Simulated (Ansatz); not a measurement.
The decay constant κ of evanescent states in the gap governs leakage through a thin film.

Here is the system:

```
CELL_PARAMETERS angstrom
      5.09141     0.00000     0.00000
      2.54570     5.81231     0.00000
      2.54570    -1.11498     2.28854
ATOMIC_POSITIONS crystal
  Zr 0.00000 0.00000 0.00000
  Zr 0.00000 0.50000 0.50000
  O  0.69823 0.30177 0.80177
  O  0.19823 0.80177 0.30177
  O  0.30177 0.19823 0.69823
  O  0.80177 0.69823 0.19823
```

Space group of this cell: P4_2/nmc. The cell is taken as given.

Transport runs along the normal of the first two printed cell vectors, the (111) plane of the conventional cell.

The gap is the functional's own. No spin-orbit coupling. Mid-gap values are interpolated on the energy grid.

Task: Predict the band gap and the smallest decay constant κ at mid-gap from r2SCAN (Ansatz, a program for electronic structure).

Result: Gap 4.60 eV on a 14×14×14 mesh; κ = 0.365 1/Å, at the zone centre.
